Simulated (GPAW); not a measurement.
## Equation of state of hcp Cd (space group 194): energy against volume (GPAW, LDA)

```
Cd
1.0
    2.86410     0.00000     0.00000
   -1.43205     2.48038     0.00000
    0.00000     0.00000     5.40142
Cd
2
Direct
  0.66667   0.33333   0.75000
  0.33333   0.66667   0.25000
```

Level of theory: LDA (Perdew-Wang 92), GPAW PAW datasets LDA (gpaw-data 1.0.1) (plane waves; GPAW). Settings: mode = pw; ecut = 585 eV; xc = LDA; kpts = 23 23 11; mesh shift (steps) = 0 0 0; occupations.name = fermi-dirac; occupations.width = 0.05 eV; nbands = -6; convergence.density = 1e-05 e/electron; symmetry.symmorphic = false; symmetry.tolerance = 0.0005; maxiter = 150. The cell above is the first row's. The rows scale it uniformly. In all rows fractional positions and the k mesh are held. E is the free energy at the stated smearing, counted from the lowest row.

```
V (Å^3/atom)  E (meV/atom)
------------  ------------
19.186                6.54
19.603                0.98
20.020                0.00
20.437                3.00
20.854                9.45
21.271               18.87
21.689               30.83
22.106               44.95
22.523                   ?
```

The 8 complete rows are fitted with the third-order Birch-Murnaghan form, a cubic in V^(-2/3), E against V. With u = V^(-2/3) - 0.133, the rows have u = 0.006533, 0.004547, 0.002630, 0.000779, -0.001010, -0.002741, -0.004420, -0.006042. Least squares gives E = 5.399 - 3482.2·u + 532489·u² + 4193374·u³. Residuals (row less fit): -0.006, 0.011, 0.000, -0.011, -0.005, 0.012, -0.001, -0.002; standard error 0.011 (degrees of freedom: 4). Its minimum lies at u = 0.003152, so V0 = (0.136152)^(-3/2) = 19.91. There d²E/du² = 1144000 and d³E/du³ = 2.516e7, so B0 = (4/9) × 19.91^(-7/3) × 1144000 × 0.160218 = 75.9 GPa (the last factor turns the table's units into GPa), and B0' = 4 + (2/3) × 0.136152 × (2.516e7)/1144000 = 6.0. The program's pressures in the fitted runs (not shown) pass through zero at V = 19.90, 0.05 % from this V0.

Problem. Estimate the missing E (V = 22.523); what did the run itself give?

Solution. u = -0.007614, so E = 5.399 - 3482.2 × (-0.007614) + 532489 × (-0.007614)² + 4193374 × (-0.007614)³ = 60.931 meV/atom. The calculation gives 60.88 meV/atom, 0.051 meV/atom below the prediction (0.1 % of the range of E in the table). The row lies outside the fitted rows, so this is an extrapolation. From the scatter of the fitted rows alone, a prediction at this place has a standard error of 0.026 meV/atom, so the miss is 2.0 times that.

Carrying the step between the two nearest rows on in a straight line would have given 59.07, off by 1.81; series whose last step already gives the withheld value aren't shown. The scan was laid around a cell of about the measured size, scaled by a guess for this functional; axis ratios and inner coordinates come from that cell. The runs keep the symmetry of the cell, so they don't test it for distortions. The shape of the cell and the inner coordinates aren't relaxed, so V0 and B0 belong to this uniform scaling; a relaxed crystal lies no higher in energy and is usually softer. Cutoffs and mesh are single choices, not tested for convergence of this quantity. Series with a scatter that would blur these digits, or in which a gap closes, are not shown. Nor are scans whose minimum lies at an end fitted in this form.
